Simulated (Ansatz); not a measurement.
Input and output of a self-consistent single point for Zr (Im-3m, 1 atom in the cell) (Ansatz, a quantum-chemistry and plane-wave program).

Method of the run: LDA (PW92), PAW files made with PBE (plane waves; Ansatz).

```xyz
1
Lattice="-1.7998 1.7998 1.7998 1.7998 -1.7998 1.7998 1.7998 1.7998 -1.7998" Properties=species:S:1:pos:R:3 pbc="T T T"
Zr     0.0000     0.0000     0.0000
```

Reference input (self-consistent single point, DFT, LDA (PW92), plane waves, PAW files made with PBE): basis.ecutwfc = 30.9 Ry; kpoints.mp_grid.grid = 13 13 13; hamiltonian.xc = lda; hamiltonian.pseudopotentials = {kind: paw} (the program's default PAW files); scf.occupations.method = fermi_dirac; scf.occupations.width = 0.0073 Ry. This run's input differs from it in these lines:

Ansatz 0.2 input:
```diff
@@ -10,3 +10,3 @@
 kpoints:
-  mp_grid: { grid: [13, 13, 13] }
+  mp_grid: { grid: [17, 17, 17] }
 hamiltonian:
@@ -15,3 +15,3 @@
 scf:
-  occupations: { method: fermi_dirac, width: 0.0073 Ry }
+  occupations: { method: fermi_dirac, width: 0.022 Ry }
 output:
```

Output, abridged:

```
SCF iter   1: F=—  HF=-4077.711063 eV  |F-HF|=—  |Δ(HF+E_count)|=         —  Δρ=2.16e-2  dr2=1.54e-1  ethr=3.10e-3  ⟨swp⟩=4.8  Hψ=9660  notcnv=0
all-band conjugate gradients solve this SCF's bands
preconditioner: auto → none
SCF iter   2: F=—  HF=-4077.648153 eV  |F-HF|=—  |Δ(HF+E_count)|=   6.29e-2  Δρ=6.27e-3  dr2=5.69e-3  ethr=1.29e-3  ⟨swp⟩=2.7  Hψ=4126  notcnv=0
SCF iter   3: F=—  HF=-4077.647321 eV  |F-HF|=—  |Δ(HF+E_count)|=   8.32e-4  Δρ=2.21e-3  dr2=4.93e-4  ethr=4.74e-5  ⟨swp⟩=2.0  Hψ=2513  notcnv=0
SCF iter   4: F=—  HF=-4077.647398 eV  |F-HF|=—  |Δ(HF+E_count)|=   7.63e-5  Δρ=1.33e-4  dr2=1.75e-6  ethr=4.11e-6  ⟨swp⟩=2.0  Hψ=2294  notcnv=0
SCF iter   5: F=—  HF=-4077.647398 eV  |F-HF|=—  |Δ(HF+E_count)|=   6.99e-7  Δρ=1.23e-5  dr2=8.87e-9  ethr=8.33e-10  ⟨swp⟩=6.3  Hψ=8967  notcnv=0
SCF iter   6: F=-4077.647398 eV  HF=-4077.647398 eV  |F-HF|=1.55e-11  |Δ(HF+E_count)|=   5.95e-9  Δρ=1.70e-6  dr2=1.48e-10  ethr=7.40e-11  ⟨swp⟩=1.0  Hψ=5461  notcnv=0
SCF 1 converged in 6 iterations: F = -4077.647398 eV  dr2 = 1.48e-10
Free energy (F): -4077.647398 eV
Internal energy: -4077.144242 eV  (E = F + TS)
E sigma→0 (E₀):  -4077.395820 eV
Entropy (-TS):   -0.503156 eV (-503.156 meV/atom)
Fermi energy:    13.390330 eV
--- Forces (eV/Å), atoms counted from 1 ---
  atom   1  Zr     0.00000000    -0.00000000     0.00000000
--- Stress (GPa, compression-positive) ---
       -5.967114      -0.000000      -0.000000
       -0.000000      -5.967114      -0.000000
        0.000000       0.000000      -5.967114
  P = ⅓ Tr σ = -5.9671 GPa (-59.671 kbar)
  The stress holds the Pulay correction. Without it, at fixed plane waves, as pw.x and ABINIT print it: P = -5.9741 GPa
```

The run converged in 6 iterations. Against the reference run the free energy falls by 240 meV/atom and the pressure goes from -8.11 to -5.97 GPa.

The starting cell comes from a database of computed structures (which also holds hypothetical and non-ambient phases and stackings), without a prior relaxation at this level. Its lattice was rescaled by up to half a per cent. With a pressure of about -6 GPa the cell is away from its equilibrium volume at this level. Ansatz's pressure includes its estimate of the finite-basis (Pulay) stress.
